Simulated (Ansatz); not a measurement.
System: N vacancy in beta Si3N4 (charge state +1). The step: a nearby N atom hops onto the vacant site (strongly reconstructed ends); the atom moves 2.84 Å along (-0.30, 0.03, -0.50) of the unit cell; at the end one Si stands off the lattice site; the moving atom starts with neighbours Si at 1.73, Si at 1.75, Si at 1.77 Å and ends with 2 Si at 1.74, Si at 1.75 Å. A PBE band in Ansatz (plane-wave PAW, the Γ point alone, 224 host sites, 96 SCF runs with any check of the saddle's order, static, no finite-size correction) gives a forward barrier of 5.04 eV. The program found a first-order saddle point. The charge state is imposed; whether it is stable for some Fermi level was not computed. Forms of the defect that were not tried may lie lower.

Single points at the band's start and saddle point can refine it. Rough cost of one point, in units of the band's mean SCF on the same machine:

| Level | Cost of one point |
|---|---|
| PBE, a 2×2×2 k-point mesh shifted by half a step along c | about 9 |
| r2SCAN at 500 eV, the Γ point alone | about 3 |
| HSE06, Γ point alone | about 20 |

### Question
Which of these move the barrier by more than 0.1 eV, and how far does each move it?

### Answer
PBE, a 2×2×2 k-point mesh shifted by half a step along c: +0.04 eV; r2SCAN at 500 eV, the Γ point alone: +0.47 eV; HSE06, Γ point alone: +0.54 eV. Each functional is compared with PBE at the same k-points.

Ansatz is a program for electronic structure.
